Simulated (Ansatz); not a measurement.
TbCl3 (P4₂/mnm, No. 136; cell taken from a computed entry) was calculated with PBEsol in Ansatz (plane waves, PAW).

Numerical settings: plane-wave cutoff 500 eV, 6×6×4 k mesh (along the axes of the cell as run), gaussian smearing 0.02 eV, spin-polarised start, scalar-relativistic PAW data made under PBE.

Cell (relaxed at this level):

```cif
data_Cl12Tb4
_chemical_formula_sum 'Tb4 Cl12'
_space_group_name_H-M_alt 'P42/mnm'
_space_group_IT_number 136
_space_group_name_Hall '-P 4n 2n'
_cell_length_a 6.39801
_cell_length_b 6.39801
_cell_length_c 11.60726
_cell_angle_alpha 90.000
_cell_angle_beta 90.000
_cell_angle_gamma 90.000
loop_
_atom_site_label
_atom_site_type_symbol
_atom_site_symmetry_multiplicity
_atom_site_Wyckoff_symbol
_atom_site_fract_x
_atom_site_fract_y
_atom_site_fract_z
_atom_site_occupancy
Tb1 Tb 4 e 0.00000 0.00000 0.32801 1
Cl1 Cl 8 j 0.29213 0.29213 0.33073 1
Cl2 Cl 4 f 0.30939 0.30939 0.00000 1
```

Question: Estimate the band gap that the calculation returns.

Answer: 
* **band gap**: 0.22 eV (on the SCF k mesh)

Note: the magnetic order was assumed, not searched for or taken from measurement; the relaxation could not lower the start's symmetry, so the cell can be a saddle point above a distorted one; the 4f shell is treated without U or exact exchange, so its levels and filling can be wrong.

Spin–orbit coupling is not included.

Static lattice: no zero-point or thermal effects.

It cost around 60 core-minutes (rough) of CPU time.

Ansatz is a quantum-chemistry and plane-wave program.
